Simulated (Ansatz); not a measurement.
**CoSn under a change: isotropic strain +1.40 %**

Base system: CoSn (space group P6/mmm, No. 191; a = 5.2416 Å, c = 4.1879 Å; non-magnetic).

One thing is altered: every lattice vector is stretched by 1.40 %, atoms relaxed at fixed cell.

All numbers come from Ansatz (a first-principles code) r2SCAN, no SOC. Γ-centred 10×10×11 mesh, Fermi–Dirac width 0.05 eV.

```json
[
 {"quantity": "volume per atom", "base": "16.61 Å³", "changed": "17.32 Å³", "shift": "+0.71 Å³"},
 {"quantity": "space group", "base": "P6/mmm (No. 191)", "changed": "P6/mmm (No. 191)", "shift": "–"},
 {"quantity": "shortest interatomic distance", "base": "2.583 Å", "changed": "2.620 Å", "shift": "+0.0362 Å"},
 {"quantity": "energy relative to the base (free energy F)", "base": "0 meV/atom", "changed": "+12 meV/atom", "shift": "+12 meV/atom"},
 {"quantity": "pressure (mean of the normal stresses, compression positive)", "base": "0.0 GPa", "changed": "-5.4 GPa", "shift": "-5.4 GPa"},
 {"quantity": "band gap", "base": "zero", "changed": "zero", "shift": "–"}
]
```

Final structure:

```yaml
crystal:
  lattice:
    - [5.31501, 0.00000, 0.00000]
    - [-2.65750, 4.60293, 0.00000]
    - [0.00000, 0.00000, 4.24657]
  atoms:
    - { symbol: Co, position: [0.50000, 0.00000, 0.00000] }
    - { symbol: Co, position: [0.50000, 0.50000, 0.00000] }
    - { symbol: Co, position: [0.00000, 0.50000, 0.00000] }
    - { symbol: Sn, position: [0.00000, 0.00000, 0.00000] }
    - { symbol: Sn, position: [0.33333, 0.66667, 0.50000] }
    - { symbol: Sn, position: [0.66667, 0.33333, 0.50000] }
```

No phonon test of stability was made. Seeded moments were not kept for the base. All final runs are without spin polarisation.
